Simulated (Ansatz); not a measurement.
Levels about the gap of amorphous Se₅₄I₄ (58 atoms in a cell of 1748 Å³, 4.53 g/cm³; zone centre alone, so wide bands show as single levels with stretches between that a denser mesh fills), at the geometry that PBE-D3(BJ) relaxed, where it gives 0.0 GPa on a denser mesh. The participation number counts the atoms over which a state spreads; weights are charges in smoothed Voronoi cells. The levels come from a single point, so bond lengths are those of that geometry. Method of the levels: PBE-D3(BJ), scalar-relativistic without spin-orbit coupling, PAW (Ansatz default set, large-core I and Se) (Ansatz, a quantum-chemistry and plane-wave program). Sampling: the zone centre alone; Fermi-Dirac width 0.05 eV; no spin polarisation.

Preparation: random packing, a CHGNet melt and quench, and a DFT relaxation. The hot cell started wider than the set density and was brought back towards it in steps. It is the lowest in DFT energy of 3 quenches. It is a model cell: composition and starting density were chosen by hand, and all elements were melted together. The geometry includes D3(BJ) dispersion. Its density started from a set value of 4.47 and ended at 4.53 g/cm³. Cooling (nominally 53 K/ps over its main leg) ran many orders faster than in experiment, which tends to leave more defects and strain. A cell of this size samples the disorder only roughly. Volume and shape were free in the relaxation.

| E - E(highest filled), eV | filling | participation number | largest on | weight Se | weight I |
|---|---|---|---|---|---|
| -0.42 | filled | 22.9 | Se, 1 neighbours | 0.95 | 0.05 |
| -0.39 | filled | 23.3 | Se, 2 neighbours | 0.88 | 0.12 |
| -0.36 | filled | 21.9 | Se, 3 neighbours | 0.91 | 0.09 |
| -0.34 | filled | 26.7 | Se, 1 neighbours | 0.93 | 0.07 |
| -0.27 | filled | 27.5 | Se, 1 neighbours | 0.92 | 0.08 |
| -0.20 | filled | 25.2 | Se, 2 neighbours | 0.97 | 0.03 |
| 0.00 | filled | 26.1 | Se, 2 neighbours | 0.92 | 0.08 |
| 0.40 | empty | 10.7 | I, 2 neighbours | 0.78 | 0.22 |
| 0.61 | empty | 10.7 | Se, 3 neighbours | 0.96 | 0.04 |
| 1.03 | empty | 29.5 | Se, 2 neighbours | 0.97 | 0.03 |
| 1.05 | empty | 25.3 | Se, 2 neighbours | 0.96 | 0.04 |
| 1.10 | empty | 30.4 | Se, 2 neighbours | 0.98 | 0.02 |
| 1.15 | empty | 21.8 | Se, 2 neighbours | 0.89 | 0.11 |
| 1.28 | empty | 39.8 | Se, 3 neighbours | 0.96 | 0.04 |

Most localised among these is the empty level at +0.61 eV, on a Se atom, which has 3 neighbours (Se 2.36 Å, Se 2.47 Å, Se 2.51 Å).
